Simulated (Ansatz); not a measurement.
How the bulk modulus of VIr3 (P6₃/mmc, No. 194, 8 atoms in the cell; start mp-865496) moves with the method

No measured value is used here.

```csv
level (code),value (GPa),cell (Å³/atom)
LDA (Ansatz),373,13.38
PBEsol (Ansatz),355,13.61
r²SCAN (Ansatz),349,13.78
```

The crystal itself was run without spin with LDA, PBEsol, r²SCAN; a magnetic state was not tried in these runs. Density-functional levels without +SOC have no spin–orbit coupling. LDA, PBEsol, r²SCAN: the run has no spin polarisation, so it can have missed a magnetic state. LDA, PBEsol, r²SCAN: the bulk modulus is −V dP/dV from two relaxed cells at ±2 % in volume. LDA, PBEsol, r²SCAN: the relaxation could not lower the start's symmetry, so the cell can be a saddle point above a distorted one. Each level is taken at its own relaxed cell. Cutoffs differ between the levels. Ansatz's density-functional and Hartree–Fock values are scalar-relativistic unless marked +SOC, with PAW data made under PBE.

A start named mp-… is a Materials Project structure, which need not be a measured phase.

Ansatz is a quantum-chemistry and plane-wave program.
